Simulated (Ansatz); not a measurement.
Mg(001) slab, cut from hcp Mg: Mg36, 4 atomic planes, area 81 Å², cell height 19.8 Å with vacuum; both faces free, started from the bulk cut, in-plane cell fixed at 1.008 times the relaxed lattice. Method: PBE (plane waves, PAW; Ansatz, a first-principles code). Mean temperature 307 K, 4.6 ps sampled after 2.2 ps of Langevin dynamics; k-points: 2x2x1 mesh shifted by half a step in the plane; no spin polarisation or spin-orbit coupling. So thin a slab has no true bulk in its middle, and the cell admits only reconstructions that fit it.

```
plane (from the bottom)  atoms  start height (Å)  mean height (Å)  spread of site heights (Å)  rms motion, normal (Å)  rms motion, in plane (Å)  in-plane shift from the start (Å)  coordination
-----------------------  -----  ----------------  ---------------  --------------------------  ----------------------  ------------------------  ---------------------------------  ------------
1                          Mg9             -3.92            -3.99                        0.01                    0.17                      0.15                               0.02           9.0
2                          Mg9             -1.31            -1.32                        0.01                    0.12                      0.13                               0.01          12.0
3                          Mg9              1.31             1.33                        0.01                    0.11                      0.13                               0.01          12.0
4                          Mg9              3.92             3.98                        0.01                    0.16                      0.15                               0.02           9.0
```

- outer plane spacing: 2.66 Å against 2.61 Å at the start (+2 %)
- normal motion of the outer planes over that of the middle: 1.5
- in-plane diffusion: none seen within 4.6 ps
- coordination in the top plane: 9-fold 99 %
- mean vibrational (phonon) frequency: 4.5 THz

A denser in-plane k-mesh moves the forces of one frame by 0.04 eV/Å rms. Bonds are counted up to Mg-Mg 4.03 Å; heights count from the centre of mass.
